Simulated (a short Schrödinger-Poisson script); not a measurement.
## MOS inversion layer, SiO2 on p-type Si(110)

Structure: MOS inversion layer, SiO2 on p-type Si(110), at 200 K.

```csv
layer,material,thickness (nm),Na (cm⁻³)
1,SiO2,3.5,-
2,Si,470,8.3e17
```

The device is made up for the run: typed textbook-type constants, with dimensions and the other settings drawn at random. SiO2: permittivity 3.9, conduction-band edge (eV) 3.15, gap (eV) 9, electron mass (mₑ) 0.5. Si: permittivity 11.7, conduction-band edge (eV) 0, gap (eV) 1.124, Nv at 300 K (cm⁻³) 3.1e19.

Channel valleys (confinement mass, in-plane density-of-states mass, number): Δ4 0.315, 0.324, 4; Δ2 0.19, 0.417, 2. At the gate the conduction-band edge of layer 1 lies 3.6 eV − eVg above the Fermi level of the channel; the field vanishes at the back. Gaps are held at their typed values at every temperature. Mesh 0.03 nm at interfaces.

From a short Schrödinger-Poisson script (our own, NumPy): 1D Poisson equation in equilibrium, electrons quantum, Hartree (BenDaniel-Duke, 12 states a valley, the channel's in-plane mass for all, wave functions ending at the dielectric), parabolic valleys, classical holes, full ionisation, no traps, pinning or gate leakage.

```tsv
Vg (V)	electrons (cm⁻²)	C (μF/cm²)	Δ4 E0 (meV)	Δ4 E1 (meV)	Δ2 E0 (meV)	Δ2 E1 (meV)
0.9	1.69e7	0.209	230.1	340.4	257.5	386.5
1.05	1.06e10	0.253	118.9	234.1	147.5	282.3
1.2	3.82e11	0.697	56.7	175.9	86.6	225.4
1.35	1.07e12	0.793	38.2	160.9	69.6	211.1
1.5	1.82e12	0.823	28.3	154.2	61.2	204.9
1.65	2.60e12	0.839	21.4	150.3	55.7	201.5
1.8	3.39e12	0.848	16.1	147.8	51.7	199.5
1.95	4.18e12	0.856	11.7	146.2	48.6	198.2
2.1	4.99e12	0.861	7.8	145.1	46.1	197.4
2.25	5.80e12	0.866	4.4	144.3	44.0	197.0
2.4	6.61e12	0.869	1.3	143.8	42.2	196.7
2.55	7.43e12	0.873	-1.5	143.4	40.6	196.6
2.7	8.25e12	0.875	-4.2	143.2	39.2	196.6
2.85	9.07e12	0.878	-6.6	143.1	37.9	196.7
3	9.90e12	0.880	-9.0	143.0	36.7	196.9
3.15	1.07e13	0.882	-11.3	143.1	35.6	197.1
```

Gate voltages with under 1e6 electrons/cm² are left out.

Subbands count from the Fermi level.
